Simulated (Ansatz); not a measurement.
TiB2 under a change: biaxial strain +3.86 %, plane normal [001], relaxed out of plane

Consider TiB$_{2}$ (space group P6/mmm, No. 191; a = 3.032 Å, c = 3.224 Å). Axes: x lies along a and z along c of the hexagonal cell.

Perturbation: tensile biaxial strain of 3.86 % in the plane normal to [001], as in epitaxy on a mismatched substrate; the out-of-plane cell vector and the atoms relax.

Computed with PBE in Ansatz (plane waves to 420 eV, PAW, no SOC). k-mesh 18×18×14 (Γ-centred); smearing 0.05 eV (Fermi–Dirac).

The space group stays P6/mmm (No. 191) and the shortest interatomic distance increases by 0.0676 Å to 1.818 Å. The pressure (mean of the normal stresses, compression positive) goes from zero to -14.9 GPa and the band gap is still zero. The out-of-plane strain is -1.68 % (rough).

Final structure (turned so that z lies along the plane normal):

```
TiB2
1.0
    3.14902     0.00000     0.00000
    1.57451     2.72713     0.00000
    0.00000     0.00000     3.17027
Ti B
1 2
Direct
  0.00000   0.00000   0.00000
  0.33333   0.33333   0.50000
  0.66667   0.66667   0.50000
```

Without a gap, meshes like the base's 18×18×14 leave anisotropic stresses uncertain by several tenths of a GPa, and small strain energies with them. Whether these cells are dynamically stable was not tested. All final runs are without spin polarisation.

Ansatz is a quantum-chemistry and plane-wave program.
